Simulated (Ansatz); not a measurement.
Band structure of Ti3Zn (I4/mmm, 4 atoms in the cell).

```yaml
crystal:
  lattice:
    - [-1.94369, 1.94369, 4.14949]
    - [1.94369, -1.94369, 4.14949]
    - [1.94369, 1.94369, -4.14949]
  atoms:
    - { symbol: Ti, position: [0.75000, 0.25000, 0.50000], spin: 1.0 }
    - { symbol: Ti, position: [0.25000, 0.75000, 0.50000], spin: 1.0 }
    - { symbol: Ti, position: [0.50000, 0.50000, 0.00000], spin: 1.0 }
    - { symbol: Zn, position: [0.00000, 0.00000, 0.00000] }
```
(The spins are starting values, not results.)

Method: PBEsol, PAW files made with PBE (plane waves; Ansatz, an electronic-structure program).

Settings: kpoints.mp_grid.grid = 6 6 6; hamiltonian.xc = pbesol; hamiltonian.pseudopotentials = {kind: paw} (an earlier, softer set of the program's PAW files); magnetization.spin_polarized = true; scf.occupations.method = fermi_dirac; scf.occupations.width = 0.1 eV; kpoints.band_path.npoints = 8.

The starting cell comes from a database of computed structures (which also holds hypothetical and non-ambient phases and stackings), without a prior relaxation at this level. Its lattice was rescaled by a random factor within 2.5 % of one. The starting moments vanished: the run ended non-magnetic. The program warned that a starting moment was not kept.

Levels in eV from the Fermi level, bands 21 to 28 of the first spin channel:
| point | 21 | 22 | 23 | 24 | 25 | 26 | 27 | 28 |
|---|---|---|---|---|---|---|---|---|
| Γ | -0.94 | -0.78 | -0.78 | 0.20 | 0.52 | 0.52 | 1.47 | 2.10 |
| X | -1.40 | -1.11 | -0.39 | -0.13 | 0.45 | 0.59 | 0.76 | 1.44 |
| Y | -1.59 | -0.69 | -0.67 | 0.05 | 0.32 | 0.32 | 0.82 | 1.65 |
| S | -1.32 | -0.62 | -0.56 | -0.53 | 0.54 | 1.18 | 1.35 | 1.51 |
| Z | -0.92 | -0.86 | -0.86 | -0.74 | 0.77 | 1.68 | 2.07 | 2.07 |
| S1 | -1.32 | -0.62 | -0.56 | -0.53 | 0.54 | 1.18 | 1.35 | 1.51 |
| N | -1.03 | -0.91 | -0.53 | -0.32 | 0.86 | 0.88 | 1.08 | 1.36 |
| P | -1.65 | -0.64 | -0.27 | -0.27 | 0.17 | 0.75 | 0.75 | 1.43 |
| Y1 | -1.59 | -0.69 | -0.67 | 0.05 | 0.32 | 0.32 | 0.82 | 1.65 |

Bands cross the Fermi level along this path, so the cell is metallic at this level.

The net moment of the cell came out as 0.00 μB.

Keys are those of Ansatz 0.2.
